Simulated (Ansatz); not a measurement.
Hypothetical Cc Al2O3, pressure series

The parent structure is Al$_{2}$O$_{3}$ (space group Cc, No. 9; a = 9.822 Å, b = 5.530 Å, c = 5.699 Å, α = 90.00°, β = 122.85°, γ = 90.00°; a hypothetical phase, not in the database extracts checked).

Cell and atoms are relaxed at each pressure.

Computed with Ansatz (a quantum-chemistry and plane-wave program), PBE, PAW, cutoff 420 eV, no spin-orbit coupling.

```csv
P (GPa),V (Å³/atom)
-2.00,13.282
-0.99,13.141
0.28,12.965
0.70,12.907
1.50,12.797
2.99,12.589
5.00,12.302
7.50,11.903
```

Q: Fit a third-order Birch–Murnaghan equation of state.

A: Least squares on P(V) = (3B₀/2)[(V₀/V)^(7/3) − (V₀/V)^(5/3)]·[1 + (3/4)(B₀′ − 4)((V₀/V)^(2/3) − 1)] gives V₀ = 13.01 Å³/atom, B₀ = 95 GPa and B₀′ = -1.5.

Load acts through the strain it causes; cell and atoms are relaxed under it. Whether these cells are dynamically stable was not tested. Competing high-pressure phases were not computed.
